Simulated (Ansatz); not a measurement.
# Lu under a change: uniaxial strain ε_zz = −1.50 %

Take Lu in the hcp (Mg type) structure (space group P6_3/mmc, No. 194; a = 3.506 Å, c = 5.482 Å; relaxed with 0.1 eV smearing) as the base. Axes: x lies along a and z along c of the hexagonal cell.

The change: uniaxial strain ε_zz = −1.50 %, all other strain components held at zero, atoms relaxed at fixed cell.

Level of theory: PBE in Ansatz (plane waves to 420 eV, PAW, no SOC). Settings: 19×19×11 k-points, 0.1 eV Fermi–Dirac smearing.

| quantity | base | changed | shift |
|---|---|---|---|
| volume per atom | 29.18 Å³ | 28.74 Å³ | -0.44 Å³ |
| shortest interatomic distance | 3.407 Å | 3.374 Å | -0.033 Å |
| energy relative to the base (free energy F) | 0 meV/atom | +1.9 meV/atom | +1.9 meV/atom |
| pressure (mean of the normal stresses, compression positive) | 0.0 GPa | 0.7 GPa | +0.7 GPa |
| band gap | zero | zero | – |
| stress (xx, yy, zz, yz, xz, xy; compression positive) | – | (0.3, 0.3, 1.4, 0.0, 0.0, 0.0) GPa | – |

Whether these cells are dynamically stable was not tested.

Ansatz is an electronic-structure program.
